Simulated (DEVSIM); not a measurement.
Device: illuminated Si n-on-p cell, one wavelength, at 300 K.

```csv
layer (left to right),material,thickness (μm),Nd (cm⁻³),Na (cm⁻³),τn (s),τp (s),absorption coefficient (cm⁻¹)
1,Si,0.390,6.5e17,-,3.6e-9,3.6e-8,1800
2,Si,85.0,-,8.8e16,3e-7,3e-7,1800
```

Left contact: ohmic, minority hole recombination velocity 4e5 cm/s. Right contact: ohmic, minority electron recombination velocity 6e5 cm/s. Voltage is applied to the left contact. Recombination: SRH at mid-gap, radiative, Auger. Light enters at the left, 4.5e17 photons cm⁻² s⁻¹, one pass, no reflection. Mobility is μmin + (μ − μmin)/(1 + (N/Nref)^α).

The device is made up for the run: typed textbook-type constants, with dimensions and the other settings drawn at random. Values at 300 K.

| parameter | Si |
|---|---|
| gap (eV) | 1.124 |
| affinity (eV) | 4.05 |
| permittivity | 11.7 |
| Nc (cm⁻³) | 2.86e19 |
| Nv (cm⁻³) | 3.1e19 |
| μn (cm²/Vs) | 1417 |
| μp (cm²/Vs) | 470 |
| μn,min | 52 |
| μp,min | 45 |
| Nref,n | 9.7e16 |
| Nref,p | 2.2e17 |
| αn | 0.68 |
| αp | 0.72 |
| B (cm³/s) | 4.7e-15 |
| Cn (cm⁶/s) | 2.8e-31 |
| Cp (cm⁶/s) | 9.9e-32 |

DEVSIM, 1D drift-diffusion, Boltzmann statistics, complete ionisation; no tunnelling, impact ionisation, image-force lowering or self-heating.

The minority lifetime in layer 2 was swept, all else fixed.

| minority lifetime in layer 2 (s) | dark forward voltage at 1 A/cm² (V) | short-circuit current (mA/cm²) | share of generated pairs collected at short circuit | open-circuit voltage (V) |
|---|---|---|---|---|
| 9e-9 | 0.651 | 32.7 | 0.453 | 0.559 |
| 3e-8 | 0.663 | 42.6 | 0.590 | 0.578 |
| 9e-8 | 0.671 | 50.8 | 0.705 | 0.591 |
| 3e-7 | 0.678 | 58.0 | 0.804 | 0.602 |
| 9e-7 | 0.683 | 62.3 | 0.863 | 0.609 |
| 3e-6 | 0.685 | 64.7 | 0.897 | 0.612 |
| 9e-6 | 0.686 | 65.5 | 0.909 | 0.614 |

From the first row to the last the dark forward voltage at 1 A/cm² goes from 0.651 to 0.686. From the first row to the last the short-circuit current goes from 32.7 to 65.5.
